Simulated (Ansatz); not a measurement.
## Short convergence ladders for NbTc (Cmm2, 2 atoms in the cell)

```
NbTc
1.0
    1.60130    -2.30988     0.00000
    1.60130     2.30988     0.00000
    0.00000     0.00000     4.43654
Nb Tc
1 1
Direct
  0.00000   0.00000   0.01127
  0.50000   0.50000   0.50000
```

Base method: LDA (PW92), default PAW files made with PBE (plane waves; Ansatz, a program for electronic structure).

Base settings: basis.ecutwfc = 500 eV; kpoints.mp_grid.grid = 10 10 7; hamiltonian.xc = lda; hamiltonian.pseudopotentials = {kind: paw} (the program's default PAW files); scf.occupations.method = gaussian; scf.occupations.width = 0.1 eV.

The count of work is k-points × plane waves × bands × iterations; it is no time. Core times come from one kind of shared machine, to one figure; runs under 30 s give none.

**The cutoff for other potential files**

Level: DFT, LDA (PW92), plane waves, harder PAW files (source: ansatz) made with PBE.

In this ladder: hamiltonian.pseudopotentials = {kind: paw, source: ansatz}.

The second cell is the first with its lattice scaled by 0.98.

The mesh stays at the base's, so the ladder's end is converged at best in this setting alone.

The first pressure column holds Ansatz's estimate of the finite-basis (Pulay) stress, which hides part of the cutoff error; the other is without it.

Only quantities that move along the ladder and can be compared are tabulated.

| basis.ecutwfc | free energy less the last step's (meV/atom) | energy of the compressed cell less the first (meV/atom) | pressure (GPa) | pressure without the Pulay estimate (GPa) | largest difference of a force vector from the last step's (eV/Å) | count of work / last |
|---|---|---|---|---|---|---|
| 320 eV | 1224.36 | -64.14 | -16.29 | -76.27 | 0.064 | 0.11 |
| 390 eV | 220.16 | -48.00 | -14.67 | -28.36 | 0.005 | 0.15 |
| 495 eV | 16.92 | -49.92 | -14.80 | -16.12 | 0.000 | 0.20 |
| 600 eV | 2.29 | -49.88 | -14.80 | -14.88 | 0.000 | 0.28 |
| 710 eV | 1.48 | -49.89 | -14.80 | -14.82 | 0.000 | 0.35 |
| 850 eV | 0.86 | -49.89 | -14.80 | -14.82 | 0.000 | 0.46 |
| 1060 eV | 0.33 | -49.89 | -14.80 | -14.82 | 0.000 | 0.65 |
| 1415 eV | 0.00 | -49.89 | -14.80 | -14.80 | 0.000 | 1.0 |

Coarsest basis.ecutwfc that holds the free energy within 5 meV/atom of the last step, with all finer ones: 600 eV, at 0.28 of the last step's count of work; the step before is off by 17 meV/atom.

Coarsest basis.ecutwfc that holds the pressure without the Pulay estimate within 1 GPa of the last step, with all finer ones: 600 eV, at 0.28 of the last step's count of work; the step before is off by 1.3 GPa.

Coarsest basis.ecutwfc that holds the forces within 0.01 eV/Å of the last step, with all finer ones: 390 eV, at 0.15 of the last step's count of work; the step before is off by 0.064 eV/Å.

The energy difference between the two cells stays within 1 meV/atom of the last step's from 495 eV on, the total only from 850 eV on: much of the error is common to both cells and cancels.

At the lowest cutoff the pressure without the Pulay estimate lies 61.5 GPa under the last step's, the usual sign of Pulay stress in an incomplete plane-wave basis.

**The relaxed cell against the cutoff**

On NbTc (Cmmm, 2 atoms in the cell): atoms on their sites.

In this ladder: relax = cell and atoms.

The mesh stays at the base's, so the ladder's end is converged at best in this setting alone.

Only quantities that move along the ladder and can be compared are tabulated.

```csv
basis.ecutwfc,relaxed volume (Å³/atom),relaxation steps,core time / last (rough)
250 eV,15.389,38,1.0
300 eV,15.306,29,0.9
350 eV,15.356,16,0.7
425 eV,15.368,9,0.4
500 eV,15.368,7,0.4
600 eV,15.367,7,0.6
750 eV,15.367,7,0.6
1000 eV,15.367,7,1
```

Coarsest basis.ecutwfc that holds the relaxed volume within 0.015 Å³/atom of the last step, with all finer ones: 350 eV; the step before is off by 0.061 Å³/atom.

On the base run: the starting cell comes from a database of computed structures (which also holds hypothetical and non-ambient phases and stackings), without a prior relaxation at this level. Its lattice was rescaled by up to half a per cent. One atom was moved a little off its site on purpose. Spin polarisation is off.

Keys are those of Ansatz 0.2.
